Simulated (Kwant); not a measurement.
Device: wire with a side stub in a In0.53Ga0.47As two-dimensional gas. Effective mass 0.041 mₑ, grid spacing 8.3 nm, hard walls, nominal width 200 nm (25 grid rows, so walls 215.8 nm apart), one parabolic valley, scattering region 600 nm long along x; energies count from the band bottom; Fermi energy swept from 0.00018343 to 0.0021782 eV. Closed stub on one side, 190 nm wide and 180 nm deep.

The device is made up for the run: typed textbook-type constants, with dimensions and the other settings drawn at random.

Computed with Kwant: effective-mass tight-binding model on a square grid, one spin, coherent transport at 0 K. Conductance is in e²/h.

**Question.** How many channels do the leads carry at E = 1.59, 2.06 meV?

**Answer.** The hard-wall thresholds are n² ħ²π²/(2mW²) = n² × 0.197 meV with W = 215.8 nm. √(1.59/0.197) = 2.84, so 2. √(2.06/0.197) = 3.23, so 3.
